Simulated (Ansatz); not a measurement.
Consider Bi₂Se₃ in the Bi2Te3 type structure (space group R-3m, No. 166; a = 4.145 Å, c = 29.266 Å (hexagonal axes)). Axes: x lies along a and z along c of the hexagonal cell.

The values are results of plane-wave PAW DFT at the r2SCAN+rVV10 level (Ansatz, a program for electronic structure, 500 eV), scalar-relativistic without spin-orbit coupling, not measurements.

Strains are applied to the cell and any free atomic positions relax; under biaxial strain the out-of-plane vector relaxes too.

One change was made to it. Results:

The energy goes up by 6.4 meV/atom; the valence-band top at Γ (three highest levels, from the VBM) goes from 0.00, -1.23, -1.23 eV to 0.00, -1.24, -1.24 eV; the electron mass goes from 0.45 mₑ along c, 0.11 mₑ across (at Γ) to 0.47 mₑ out of plane, 0.11 mₑ in plane (at Γ).

### Question
Which change produced these results?
A) biaxial strain +2.47 %, plane normal [001], relaxed out of plane
B) biaxial strain −3.09 %, plane normal [001], relaxed out of plane
C) biaxial strain +2.03 %, plane normal [001], relaxed out of plane
D) isotropic strain −2.24 %
E) biaxial strain −3.02 %, plane normal [001], relaxed out of plane

### Answer
C, biaxial strain +2.03 %, plane normal [001], relaxed out of plane. For comparison, the energy relative to the base in the other runs: biaxial strain −3.09 %, plane normal [001], relaxed out of plane gives +16 meV/atom; isotropic strain −2.24 % gives +17 meV/atom; biaxial strain +2.47 %, plane normal [001], relaxed out of plane gives +9.4 meV/atom; biaxial strain −3.02 %, plane normal [001], relaxed out of plane gives +16 meV/atom.

With Bi present, leaving out spin-orbit coupling can change the band edges. The levels and masses belong to the bands next to the band gap. Effective masses come from finite differences of ±0.01 Å⁻¹. Whether these cells are dynamically stable was not tested.
